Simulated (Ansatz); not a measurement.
This concerns the energy of configuration A over configuration B. The value is E(A) − E(B).

Cell A: a slab of Si (diamond, Fd-3m) cut along (111), 38 atoms, hexagonal cell of 6.70 Å (38.9 Å²), symmetry C2/m, 19.1 Å thick under 17 Å of vacuum, in-plane vectors held at the crystal's; planes from bottom to top: Si | Si3 | Si2 | Al | Si2 | Si4 | Si3 × 4 | Si4 | Si2 | Al | Si2 | Si3 | Si; added, foreign or displaced atoms, above the top plane and below the bottom plane and within the planes: two times AlSi bound through Al to 4 Si at 2.34–2.47 Å; spin state with PBE: run without spin, k-point mesh 4×4×1.
```yaml
crystal:
  lattice:
    - [6.69934, 0.00000, 0.00000]
    - [3.34967, 5.80180, 0.00000]
    - [0.00000, 0.00000, 35.80300]
  atoms:
    - { symbol: Si, position: [0.07152, 0.00403, 0.26782] }
    - { symbol: Al, position: [0.38569, 0.00403, 0.30369] }
    - { symbol: Si, position: [0.38463, 0.00403, 0.36916] }
    - { symbol: Si, position: [0.73094, 0.00403, 0.37806] }
    - { symbol: Si, position: [0.72558, 0.00403, 0.44421] }
    - { symbol: Si, position: [0.05434, 0.00403, 0.46692] }
    - { symbol: Si, position: [0.04983, 0.00403, 0.53308] }
    - { symbol: Si, position: [0.37858, 0.00403, 0.55579] }
    - { symbol: Si, position: [0.37323, 0.00403, 0.62194] }
    - { symbol: Si, position: [0.71953, 0.00403, 0.63084] }
    - { symbol: Al, position: [0.71848, 0.00403, 0.69631] }
    - { symbol: Si, position: [0.03264, 0.00403, 0.73218] }
    - { symbol: Si, position: [0.38580, 0.31776, 0.26784] }
    - { symbol: Si, position: [0.71888, 0.33770, 0.28358] }
    - { symbol: Si, position: [0.71847, 0.33790, 0.35235] }
    - { symbol: Si, position: [0.03901, 0.35019, 0.37872] }
    - { symbol: Si, position: [0.04542, 0.34412, 0.44518] }
    - { symbol: Si, position: [0.38756, 0.33110, 0.46692] }
    - { symbol: Si, position: [0.38954, 0.33110, 0.53308] }
    - { symbol: Si, position: [0.71865, 0.34412, 0.55482] }
    - { symbol: Si, position: [0.71900, 0.35019, 0.62128] }
    - { symbol: Si, position: [0.05183, 0.33790, 0.64765] }
    - { symbol: Si, position: [0.05162, 0.33770, 0.71642] }
    - { symbol: Si, position: [0.40464, 0.31776, 0.73216] }
    - { symbol: Si, position: [0.69953, 0.69030, 0.26784] }
    - { symbol: Si, position: [0.05255, 0.67036, 0.28358] }
    - { symbol: Si, position: [0.05234, 0.67016, 0.35235] }
    - { symbol: Si, position: [0.38516, 0.65787, 0.37872] }
    - { symbol: Si, position: [0.38552, 0.66393, 0.44518] }
    - { symbol: Si, position: [0.71463, 0.67696, 0.46692] }
    - { symbol: Si, position: [0.71661, 0.67696, 0.53308] }
    - { symbol: Si, position: [0.05874, 0.66393, 0.55482] }
    - { symbol: Si, position: [0.06516, 0.65787, 0.62128] }
    - { symbol: Si, position: [0.38570, 0.67016, 0.64765] }
    - { symbol: Si, position: [0.38529, 0.67036, 0.71642] }
    - { symbol: Si, position: [0.71837, 0.69030, 0.73216] }
    - { symbol: Si, position: [0.71875, 0.00403, 0.76686] }
    - { symbol: Si, position: [0.38542, 0.00403, 0.23314] }
```

Cell B: a slab of Si (diamond, Fd-3m) cut along (111), 38 atoms, hexagonal cell of 6.70 Å (38.9 Å²), symmetry C2/m, 19.5 Å thick under 16 Å of vacuum, in-plane vectors held at the crystal's; planes from bottom to top: Al | Si3 | Si2 | Si | Si3 × 8 | Si | Si2 | Si3 | Al; added, foreign or displaced atoms, above the top plane and below the bottom plane: two times Al bound to 4 Si at 2.53–2.57 Å; spin state with PBE: run without spin, k-point mesh 4×4×1.
```
CELL_PARAMETERS angstrom
      6.69934     0.00000     0.00000
      3.34967     5.80180     0.00000
      0.00000     0.00000    35.40012
ATOMIC_POSITIONS crystal
  Si 0.07193 0.00403 0.26499
  Si 0.38517 0.00403 0.29748
  Si 0.38513 0.00403 0.36211
  Si 0.72717 0.00403 0.37698
  Si 0.72278 0.00403 0.44384
  Si 0.05325 0.00403 0.46654
  Si 0.05092 0.00403 0.53346
  Si 0.38139 0.00403 0.55616
  Si 0.37700 0.00403 0.62302
  Si 0.71903 0.00403 0.63789
  Si 0.71900 0.00403 0.70252
  Si 0.03223 0.00403 0.73501
  Si 0.38541 0.31725 0.26500
  Si 0.71865 0.33753 0.28368
  Si 0.71869 0.33766 0.35207
  Si 0.04349 0.34591 0.37736
  Si 0.04812 0.34135 0.44442
  Si 0.38665 0.33380 0.46654
  Si 0.38775 0.33380 0.53346
  Si 0.71872 0.34135 0.55558
  Si 0.71879 0.34591 0.62264
  Si 0.05185 0.33766 0.64793
  Si 0.05202 0.33753 0.71632
  Si 0.40554 0.31725 0.73500
  Si 0.69863 0.69081 0.26500
  Si 0.05215 0.67053 0.28368
  Si 0.05232 0.67040 0.35207
  Si 0.38537 0.66215 0.37736
  Si 0.38544 0.66671 0.44442
  Si 0.71642 0.67426 0.46654
  Si 0.71752 0.67426 0.53346
  Si 0.05605 0.66671 0.55558
  Si 0.06067 0.66215 0.62264
  Si 0.38548 0.67040 0.64793
  Si 0.38551 0.67053 0.71632
  Si 0.71876 0.69081 0.73500
  Al 0.71887 0.00403 0.77514
  Al 0.38530 0.00403 0.22486
```

Computed with Ansatz (plane waves, PAW), its default PAW set, cutoff 420 eV, 500 eV for r2SCAN. The structures are at rest with PBE, within the held lattices; other levels are single points on them. HSE06 runs on coarser k-point meshes, mended by the PBE difference between the two meshes. Neutral cells; Fermi-Dirac smearing of at most 0.05 eV in the solids, energies taken to zero width. The lattices are those relaxed with PBE, so at other levels the solids can be strained, which adds to the spread. Larger cells are relaxed from a start prepared with the learned potential CHGNet, on a coarser mesh till forces fall under 0.03 eV/Å, which some starts already meet. A dispersion term (D3(BJ), or D4 for r2SCAN) was computed beside these levels and is taken off wherever the name lacks it. Nuclei at rest; no vibrational terms. Cells are local rest points, mostly with their start's symmetry. No correction for cell size. Cell A has symmetry C2/m and got no random move, so less symmetric positions, which may lie lower, weren't tried. Cell B has symmetry C2/m and got no random move, so less symmetric positions, which may lie lower, weren't tried.

Problem. What value does PBE give?

Solution. 1.98 eV for A less B, so B lies lower.

Problem. What do the other levels give, and how wide is the spread?

Solution. 
```
Method  value (eV)  less PBE
------  ----------  --------
r2SCAN        2.15      0.17
HSE06         2.32      0.34
```

The levels span 0.34 eV, from PBE (1.98) to HSE06 (2.32).

Ansatz is a program for electronic structure.
